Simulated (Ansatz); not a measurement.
The parent structure is GaAs in the zinc blende structure (space group F-43m, No. 216).

```xyz
2
Lattice="0.0000 2.8334 2.8334 2.8334 0.0000 2.8334 2.8334 2.8334 0.0000" Properties=species:S:1:pos:R:3 pbc="T T T"
As     4.2500     4.2500     4.2500
Ga     0.0000     0.0000     0.0000
```

Cartesian axes are those of the cell as printed.

Computed with DFT with r2SCAN, PAW potentials and a 500 eV plane-wave cutoff in Ansatz (a quantum-chemistry and plane-wave program), no spin-orbit coupling.

Before the change:

| Quantity | Result |
|---|---|
| Pressure | 0.00 GPa |
| Gap character | direct at Γ |
| Valence-band top at Γ | 0.00, 0.00, 0.00 eV |

Now apply this change: compressive biaxial strain of 1.44 % in the plane normal to [111], as in epitaxy on a mismatched substrate; the out-of-plane cell vector and the atoms relax.

**Question.** What does the calculation give for the out-of-plane strain, pressure, gap character and valence-band top at Γ after the change?

**Answer.** The out-of-plane strain comes out as +0.63 %; the pressure (mean of the normal stresses, compression positive) goes from zero to 1.75 GPa; the gap character stays direct at Γ; the valence-band top at Γ (three highest levels, from the VBM) becomes 0.00, 0.00, -0.18 eV (base: 0.00, 0.00, 0.00 eV).

Whether these cells are dynamically stable was not tested. Labels are those of the standard path for the cell's own space group.
